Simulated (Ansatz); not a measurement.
The parent structure is WS2 in the 2H-MoS2 type structure (space group P6_3/mmc, No. 194; a = 3.115 Å, c = 11.773 Å; layered, stacked along the Cartesian z axis). Axes: x lies along a and z along c of the hexagonal cell.

Computed with PBEsol-D3(BJ) (Ansatz, a first-principles code; PAW; 420 eV plane waves; spin-orbit coupling left out), earlier PAW set.

Strains are applied to the cell and any free atomic positions relax; under stress the whole cell relaxes.

One change was made to it. Results:

```
quantity                          base    after
-----------------------------  -------  -------
band gap                       0.66 eV  0.66 eV
shortest interatomic distance  2.389 Å  2.380 Å
smallest direct gap            1.92 eV  1.72 eV
```

Problem. Which of these changes matches the shifts?
(A) uniaxial strain ε_yy = +0.93 %
(B) uniaxial stress, 8 GPa tension along x
(C) strain tensor (xx, yy, zz, yz, xz, xy) = (−1.23, −0.21, +0.67, +0.41, −0.79, +1.04) %

Solution. B, uniaxial stress, 8 GPa tension along x. For comparison, the smallest direct gap in the other runs: uniaxial strain ε_yy = +0.93 % gives 1.86 eV; strain tensor (xx, yy, zz, yz, xz, xy) = (−1.23, −0.21, +0.67, +0.41, −0.79, +1.04) % gives 2.04 eV.

Spin-orbit coupling, missing from the scalar runs, can matter with W. Stability under load was not tested beyond the relaxation.
